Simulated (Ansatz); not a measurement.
The parent structure is SiC in the zinc blende structure (space group F-43m, No. 216; a = 4.329 Å). Axes: x, y, z lie along the cube axes.

Computed with LDA (Ansatz, a quantum-chemistry and plane-wave program; PAW; 420 eV plane waves; spin-orbit coupling left out).

Strains are applied to the cell and any free atomic positions relax.

One change was made to it. Results:

The band gap falls by 0.09 eV to 1.21 eV; the energy rises by 5.1 meV/atom.

Task: Name the change that was made.
(A) uniaxial strain ε_zz = +2.50 %
(B) uniaxial strain ε_zz = −3.00 %
(C) uniaxial strain ε_zz = +2.00 %
(D) uniaxial strain ε_zz = +1.50 %
(E) uniaxial strain ε_zz = +1.00 %

Result: C, uniaxial strain ε_zz = +2.00 %. For comparison, the energy relative to the base in the other runs: uniaxial strain ε_zz = +1.00 % gives +1.3 meV/atom; uniaxial strain ε_zz = −3.00 % gives +12 meV/atom; uniaxial strain ε_zz = +1.50 % gives +2.9 meV/atom; uniaxial strain ε_zz = +2.50 % gives +7.9 meV/atom.

Stability against distortions was not tested.
